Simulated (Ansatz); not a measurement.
## SnO (model structure, started from the tenorite type, P4₂/mmc, No. 131, 4 atoms in the cell): properties by level of theory

```csv
level (code),equilibrium lattice constant a (Å),c axis length (Å)
PBE (Ansatz),___,6.342
PBEsol (Ansatz),3.200,___
PBE-D3(BJ) (Ansatz),3.215,6.340
```

Problem. What belongs in the gaps?

Solution. 
- PBE (Ansatz, a quantum-chemistry and plane-wave program), equilibrium lattice constant a (Å): 3.264
- PBEsol (Ansatz), c axis length (Å): 6.280

Ansatz's density-functional and Hartree–Fock values are scalar-relativistic unless marked +SOC, with PAW data made under PBE.

Computed values are for the static lattice.

A model structure was made by putting elements into a prototype or built by hand; it is no filed structure, need not be a known phase, and can be a saddle point held by its symmetry.
